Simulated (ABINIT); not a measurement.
ABINIT run on CoGa (P1, 2 atoms in the cell): self-consistent single point.

Method of the run: PBE, norm-conserving pseudopotentials (PseudoDojo nc-sr-05 PBE standard) (plane waves; ABINIT).

The change in words: lattice scaled by 0.98. Reference geometry:
```
CoGa
1.0
    2.88000     0.00000     0.00000
    0.00000     2.88000     0.00000
    0.00000     0.00000     2.88000
Ga Co
1 1
Cartesian
  1.43084   1.53304   1.40636
  0.00916  -0.09304   0.03364
```

Reference input (self-consistent single point, DFT, PBE, plane waves, norm-conserving pseudopotentials (PseudoDojo nc-sr-05 PBE standard)): pseudos = [Ga.upf, Co.upf]; ecut = 48 Ha; occopt = 7; tsmear = 0.00367493 Ha; ngkpt = 9 9 9; nshiftk = 1; shiftk = 0 0 0; potentials = PseudoDojo nc-sr-05 PBE standard; nband = 21; kptopt = 1; nstep = 60; tolvrs = 1e-10. This run's input differs from it in these lines:

```diff
@@ -5,5 +5,5 @@
 rprim
-         2.8800000000    0.0000000000    0.0000000000
-         0.0000000000    2.8800000000    0.0000000000
-         0.0000000000    0.0000000000    2.8800000000
+         2.8224000000    0.0000000000    0.0000000000
+         0.0000000000    2.8224000000    0.0000000000
+         0.0000000000    0.0000000000    2.8224000000
 natom 2
```

Output (repeated stretches shortened):

```
--- !BeginCycle
solver: {iscf: 7, nstep: 60, nline: 4, wfoptalg: 0, }
tolerances: {tolvrs: 1.00E-10, }
...

     iter   Etot(hartree)      deltaE(h)  residm     vres2
 ETOT  1  -229.10788210982    -2.291E+02 4.912E-01 3.237E+02
 ETOT  2  -229.26645571541    -1.586E-01 2.393E-01 1.080E+03
 ETOT  3  -229.45892965114    -1.925E-01 3.238E-02 2.535E+02
 ETOT  4  -229.51955271153    -6.062E-02 8.762E-03 1.959E+00
 ETOT  5  -229.51993368018    -3.810E-04 7.609E-03 4.183E-03
   [... 2 lines left out ...]
 ETOT  8  -229.51993434602    -5.485E-08 2.159E-03 9.611E-06
 ETOT  9  -229.51993434777    -1.754E-09 1.780E-03 5.463E-07
 ETOT 10  -229.51993434787    -9.459E-11 8.679E-04 9.092E-10
 ETOT 11  -229.51993434787    -2.871E-12 1.271E-03 8.594E-11
 At SCF step   11       vres2   =  8.59E-11 < tolvrs=  1.00E-10 =>converged.

 Cartesian components of stress tensor (hartree/bohr^3)
  sigma(1 1)= -6.18395343E-04  sigma(3 2)=  9.48784373E-05
  sigma(2 2)= -5.04601272E-04  sigma(3 1)= -1.06175229E-05
  sigma(3 3)= -6.01948038E-04  sigma(2 1)=  2.62737711E-05

 ----iterations are completed or convergence reached----

 reduced coordinates (array xred) for    2 atoms
       0.496818000000      0.532306000000      0.488319000000
       0.003182000000      0.967694000000      0.011681000000
 cartesian forces (eV/Angstrom) at end:
    1      0.16814297430992    -1.48400687672801     0.60586694349863
    2     -0.16814297430992     1.48400687672801    -0.60586694349863
 frms,max,avg= 9.3052373E-01 1.4840069E+00   1.788E-07 -2.521E-07 -1.229E-07 e/A
   [... lines left out ...]
 Fermi (or HOMO) energy (eV) =  11.53081   Average Vxc (eV)= -13.93345
   [... lines left out ...]
total_energy        : -2.29519934347869E+02
total_energy_eV     : -6.24555503706186E+03
band_energy         : -1.40289221056411E+01
...

-Cartesian components of stress tensor (GPa)         [Pressure=  1.6917E+01 GPa]
- sigma(1 1)= -1.81938161E+01  sigma(3 2)=  2.79141953E+00
- sigma(2 2)= -1.48458795E+01  sigma(3 1)= -3.12378256E-01
- sigma(3 3)= -1.77099197E+01  sigma(2 1)=  7.73000904E-01

 Calculation completed.
```

The run converged in 11 iterations. Against the reference run the free energy goes up by 44.0 meV/atom, the pressure goes from 3.78 to 16.92 GPa and the largest force goes from 1.266 to 1.612 eV/Å.

The starting cell has typed, rounded lattice constants, without a prior relaxation at this level. Its atoms were displaced at random from the sites of space group no. 221. For this run, on top of that: lattice scaled by 0.98. Spin polarisation is off. With a pressure of about 17 GPa the cell is away from its equilibrium volume at this level. Forces in this geometry exceed 1 eV/Å.

Cost on one core of a shared machine: roughly 8 min.
